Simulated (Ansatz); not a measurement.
## A computed series for HfC: response to strain

The reference is HfC in the rock salt structure (space group Fm-3m, No. 225; a = 4.6071 Å; relaxed with 0.1 eV smearing). Axes: x, y, z lie along the cube axes.

Strains are applied to the cell and any free atomic positions relax.

Level of theory: Ansatz (a quantum-chemistry and plane-wave program) PBEsol, no SOC.

Notes on the quantities. energy relative to the base: free energy F.

```csv
uniaxial strain ε_zz (%),energy relative to the base (meV/atom)
0,0.0
0.5,?
1,2.0
1.5,4.4
2,7.7
2.5,11.8
3,16.6
```

Question: Fit ΔE = Aε² + Bε³ (ε in %) to the rows shown and predict the withheld row.

Answer: Least squares on the printed values gives A = 2.08 and B = -0.079 meV/atom (largest residual 0.0 meV/atom); this predicts 0.5 meV/atom, and the run gives 0.5 meV/atom, in agreement.

No phonon test of stability was made. The final runs are not spin-polarised.
